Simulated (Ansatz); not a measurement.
The parent structure is TiC in the rock salt structure (space group Fm-3m, No. 225; a = 4.293 Å; relaxed with 0.1 eV smearing). Axes: x, y, z lie along the cube axes.

Structures relaxed with Kohn–Sham DFT with the PBEsol functional, run in Ansatz (a first-principles code) with PAW and 420 eV plane waves, no spin-orbit coupling.

Base:

Simulated powder pattern, Co Kα, λ = 1.79026 Å (kinematic, ideal powder, no thermal factors, no anomalous dispersion; the 10 strongest lines at most, above 2 %, up to 2θ = 90°):

| 2θ (°) | I/Imax (%) | hkl |
|---|---|---|
| 42.34 | 88 | (111) |
| 49.29 | 100 | (200) |
| 72.27 | 57 | (220) |
| 87.50 | 32 | (311) |

Perturbation: biaxial strain −2.08 %, plane normal [111], relaxed out of plane (Cartesian); in-plane vectors clamped, the third vector and the atoms free.

After the change:

Simulated powder pattern, Co Kα, λ = 1.79026 Å (kinematic, ideal powder, no thermal factors, no anomalous dispersion; the 10 strongest lines at most, above 2 %, up to 2θ = 90°):

```json
[
 {"2θ (°)": "41.78", "d (Å)": "2.510", "I/Imax (%)": "24", "hkl": "(111)"},
 {"2θ (°)": "43.12", "d (Å)": "2.436", "I/Imax (%)": "65", "hkl": "(1 1 -1)"},
 {"2θ (°)": "49.82", "d (Å)": "2.125", "I/Imax (%)": "100", "hkl": "(200)"},
 {"2θ (°)": "72.17", "d (Å)": "1.520", "I/Imax (%)": "29", "hkl": "(220)"},
 {"2θ (°)": "74.06", "d (Å)": "1.486", "I/Imax (%)": "27", "hkl": "(2 0 -2)"},
 {"2θ (°)": "87.03", "d (Å)": "1.300", "I/Imax (%)": "8.5", "hkl": "(311)"},
 {"2θ (°)": "88.83", "d (Å)": "1.279", "I/Imax (%)": "16", "hkl": "(3 1 -1)"},
 {"2θ (°)": "89.74", "d (Å)": "1.269", "I/Imax (%)": "8.0", "hkl": "(1 1 -3)"}
]
```

The indices refer to the base's conventional cell; one index is shown for lines that coincide. The space group is now R-3m (No. 166).

Stability against distortions was not tested. All final runs are without spin polarisation.
